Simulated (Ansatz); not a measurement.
Strongest site found for several adsorbates on bcc Ta (110).

Method: PBE (plane waves to 420 eV, PAW; Ansatz, a first-principles code).

Counted are starts at which the adsorbate stayed whole and on top. Thin slabs; no dispersion, zero-point or thermal terms; negative values mean binding.

| adsorbate, area an adsorbate | reference | bonded to | E_ads (eV) | shortest bond to the host (Å) |
|---|---|---|---|---|
| Co, 31 Å² | an atom of hcp Co, ferromagnetic | 4 Ta | ___ | ___ |
| Ni, 31 Å² | an atom of fcc Ni, ferromagnetic | 4 Ta | -0.31 | 2.47 |
| CH3, 31 Å² | CH4(g) − ½ H2(g) | 3 Ta | -0.07 | 2.43 |
| Ti, 31 Å² | an atom of hcp Ti | 4 Ta | ___ | 2.61 |
| W, 31 Å² | an atom of bcc W | 4 Ta | 1.83 | 2.51 |

Question: Fill in the missing entries.

Answer: 
- Co, 31 Å², E_ads (eV): 0.12
- Co, 31 Å², shortest bond to the host (Å): 2.40
- Ti, 31 Å², E_ads (eV): 0.63
